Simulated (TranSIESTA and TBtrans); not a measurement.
Junction: Ag chain with one S atom inserted. Leads: straight Ag chain, spacing 2.517 Å. Geometry: 3 atoms about the centre moved by SIESTA (PBE, DZP) to a largest force of 0.03 eV/Å, all others as built, motion along the axis alone. Transport runs along z; the first 6 and the last 6 of the 19 atoms are the lead cells, repeated to infinity.

```xyz
19
Lattice="9.000 0.000 0.000 0.000 9.000 0.000 0.000 0.000 47.539" Properties=species:S:1:pos:R:3 pbc="F F T"
Ag     4.500     4.500     0.000
Ag     4.500     4.500     2.517
Ag     4.500     4.500     5.034
Ag     4.500     4.500     7.551
Ag     4.500     4.500    10.068
Ag     4.500     4.500    12.585
Ag     4.500     4.500    15.102
Ag     4.500     4.500    17.619
Ag     4.500     4.500    20.220
S      4.500     4.500    22.511
Ag     4.500     4.500    24.802
Ag     4.500     4.500    27.403
Ag     4.500     4.500    29.920
Ag     4.500     4.500    32.437
Ag     4.500     4.500    34.954
Ag     4.500     4.500    37.471
Ag     4.500     4.500    39.988
Ag     4.500     4.500    42.505
Ag     4.500     4.500    45.022
```

Run with TranSIESTA and TBtrans (open boundaries, self-consistent; PseudoDojo norm-conserving potentials, scalar-relativistic): PAO.BasisSize DZP, PAO.EnergyShift 0.15 eV, XC.Authors PBE, Mesh.Cutoff 200 Ry, ElectronicTemperature 300 K, TS.Voltage 0.0 eV, TBT.Elecs.Eta 0.001 eV, no spin polarisation.

Energies count from the leads' Fermi level. Transmissions are for one spin of a degenerate pair. The energy step is 0.01 eV; narrower resonances are cut or missed.

```csv
E (eV),T
-0.20,0.355
-0.15,0.357
-0.10,0.358
-0.05,0.357
0.00,0.355
0.05,0.352
0.10,0.348
0.15,0.344
0.20,0.339
```

Problem. Give the zero-bias conductance in μS and the resistance at 300 K.

Solution. At the Fermi level T = 0.355. Averaged with −∂f/∂E over the full grid (kT = 25.9 meV) it is 0.354. With G0 = 2e²/h = 77.48 μS, G = 27.4 μS and R = 1/G = 36.5 kΩ.

Problem. The eigenchannels at the Fermi level transmit 0.355. What Fano factor of the shot noise follows at low temperature and bias?

Solution. F = Σ τ(1 − τ)/Σ τ = 0.229/0.355 = 0.65.

The straight chain is held at its spacing; free chains may zigzag or dimerise. No spin-polarised start was tried, so a magnetic state, if there is one, is missed.
